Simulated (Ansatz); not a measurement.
Seebeck coefficient (μV/K, mean over directions) of p-type BaCd$_{2}$P$_{2}$ (P-3m1) against carrier density, Ansatz (an electronic-structure program) with PBEsol, rigid bands. Computed gap 0.77 eV; densities at which minority carriers matter at this gap, or further valleys turn the trend, are left out. Conductivity mass 0.38 mₑ (harmonic mean over directions), N_v = 1.8e19 cm⁻³ at 300 K.

| hole density | 300 K | 500 K |
|---|---|---|
| 1e17 cm⁻³ | 668 | 760 |
| 1e18 cm⁻³ | 470 | 562 |
| 3e18 cm⁻³ | 377 | ? |
| 1e19 cm⁻³ | 279 | ? |
| 3e19 cm⁻³ | 198 | 278 |
| 1e20 cm⁻³ | ? | 192 |
| 3e20 cm⁻³ | 83 | 125 |
| 1e21 cm⁻³ | 39 | 65 |

Problem. Fill in the missing entries.

Solution. 
- 3e18 cm⁻³, 500 K: 468
- 1e19 cm⁻³, 500 K: 366
- 1e20 cm⁻³, 300 K: 130

Rigid bands with a gap fixed in temperature, one relaxation time for all states, no polarons or phonon drag, and whether or not such doping can be reached. Spin-orbit coupling is left out; where it splits the top of the valence band, N_v and the p-type Seebeck coefficient come out somewhat high without it.

Computed structure with no diffraction record at hand here (it may be known, metastable or hypothetical): BaCd2P2 (P-3m1).
